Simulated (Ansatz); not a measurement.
MoPt2 (Immm, No. 71), treated with PBEsol (plane waves, PAW; Ansatz, a first-principles code).

Settings: plane-wave cutoff 520 eV, 24×24×24 k mesh, Fermi–Dirac smearing 0.05 eV, no spin polarisation, scalar-relativistic PAW data made under PBE.

Shape and atoms are relaxed at each volume.

Pressure at four volumes; x = ln(V/14.867 Å³). One pressure is withheld.

```
V (Å³/atom)        x  P (GPa)
-----------  -------  -------
14.272       -0.0408        ?
14.570       -0.0202     6.48
14.867        0.0000     0.00
15.462        0.0392   -10.83
```

Q: Pass a parabola P(x) through the three rows shown, estimate the bulk modulus and its pressure derivative near zero pressure, and predict the withheld pressure.

A: Slopes between the rows: (0.00 − (6.48))/(0.0000 − (-0.0202)) = -320.79 and (-10.83 − (0.00))/(0.0392 − (0.0000)) = -276.28 GPa. Their difference over the span 0.0594 is c = 44.51/0.0594 = 749.3 GPa, so P(x) = 6.48 + (-320.79)(x − (-0.0202)) + 749.3 (x − (-0.0202))(x − (0.0000)). At the middle row B = −dP/dx = −[-320.79 + 749.3 × 0.0202] = 305.7 GPa, and B′ = dB/dP = 2c/B = 4.9. At x = -0.0408 the parabola gives 13.72 GPa; the run gives 13.77 GPa. The Birch–Murnaghan fit to the energies at all volumes has B0 = 305 GPa and B′ = 5.0.

Note: the relaxation could not lower the start's symmetry, so the cell can be a saddle point above a distorted one.

Spin–orbit coupling is not included.
